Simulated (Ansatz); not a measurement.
System: Mo-vacancy pair (Mo on one host Ru site, one Ru site vacant) in hcp Ru (neutral cell). The step: direct exchange of Mo with the vacancy (Mo-vacancy distance between ideal sites 2.72 Å throughout); the atom moves 2.69 Å along (-0.99, 0.00, 0.00) of the unit cell; the moving atom starts with neighbours 2 Ru at 2.67, 4 Ru at 2.68, 2 Ru at 2.73, 2 Ru at 2.74, Ru at 2.74 Å and ends with 2 Ru at 2.67, 4 Ru at 2.68, 2 Ru at 2.73, 2 Ru at 2.74, Ru at 2.74 Å. DFT values are from Ansatz (plane-wave PAW, 420 eV unless said) in a cell of 36 host sites, spin-restricted, static, with no finite-size correction. Forms of the defect that were not tried may lie lower. For the PBE band: the program found a first-order saddle point.

```json
[
 {"Level": "CHGNet universal potential (has no charge state), its own band", "Forward barrier (eV)": "0.52", "Cost of the band or of the saddle's single point": "-"},
 {"Level": "PBE, a 2×2×2 k-point mesh shifted by half a step along c, band relaxed", "Forward barrier (eV)": "2.16", "Cost of the band or of the saddle's single point": "roughly 70 core-minutes"},
 {"Level": "PBE, a 4×4×4 k-point mesh shifted by half a step along c, same geometries", "Forward barrier (eV)": "1.97", "Cost of the band or of the saddle's single point": "roughly 9 core-minutes"},
 {"Level": "r2SCAN at 500 eV, a 2×2×2 k-point mesh shifted by half a step along c, same geometries", "Forward barrier (eV)": "(withheld)", "Cost of the band or of the saddle's single point": "very roughly 4 core-minutes"}
]
```

### Question
Fill in the missing entries.

### Answer

- r2SCAN at 500 eV, a 2×2×2 k-point mesh shifted by half a step along c, same geometries, Forward barrier (eV): 2.20

Ansatz is an electronic-structure program.
